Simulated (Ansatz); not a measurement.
```
CELL_PARAMETERS angstrom
      3.09199     0.00000     0.00000
     -1.54600     2.67774     0.00000
      0.00000     0.00000     5.07429
ATOMIC_POSITIONS crystal
  Si 0.66667 0.33333 0.00052
  Si 0.33333 0.66667 0.50052
  C  0.66667 0.33333 0.62468
  C  0.33333 0.66667 0.12468
```

Another polymorph of this substance is known too; which is more stable was not tested here.

Task: Give the diagonal Born effective charges atom by atom and the electronic dielectric tensor from linear response, DFT at the PBE level (Ansatz, a program for electronic structure).

Result: 
```
atom   Z*xx   Z*yy   Z*zz
----  -----  -----  -----
Si1    2.66   2.66   2.86
Si2    2.66   2.66   2.86
C3    -2.66  -2.66  -2.86
C4    -2.66  -2.66  -2.86
```

ε∞ diagonal: 6.95, 6.95, 7.32.
